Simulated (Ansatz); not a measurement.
Start from ZnCu in the CsCl type structure (space group Pm-3m, No. 221; relaxed with 0.1 eV smearing).

```xyz
2
Lattice="2.9085 0.0000 0.0000 0.0000 2.9085 0.0000 0.0000 0.0000 2.9085" Properties=species:S:1:pos:R:3 pbc="T T T"
Zn     1.4542     1.4542     1.4542
Cu     0.0000     0.0000     0.0000
```

Cartesian axes are those of the cell as printed.

Method: Ansatz (an electronic-structure program) PBEsol, spin-orbit coupling left out.

Before the change:

The shortest interatomic distance comes out as 2.519 Å.

Now apply this change: the cell is stretched by 3.00 % along z with no lateral relaxation, atoms relaxed at fixed cell.

Question: How does this affect the energy relative to the base, stress and shortest interatomic distance?

Answer: The energy grows by 4.4 meV/atom; the stress (xx, yy, zz, yz, xz, xy; compression positive) comes out as (-3.8, -3.8, -3.7, 0.0, 0.0, 0.0) GPa; the shortest interatomic distance goes up by 0.025 Å (2.519 Å → 2.544 Å).

The cells carry an imposed strain or load. Whether these cells are dynamically stable was not tested. All final runs are without spin polarisation.
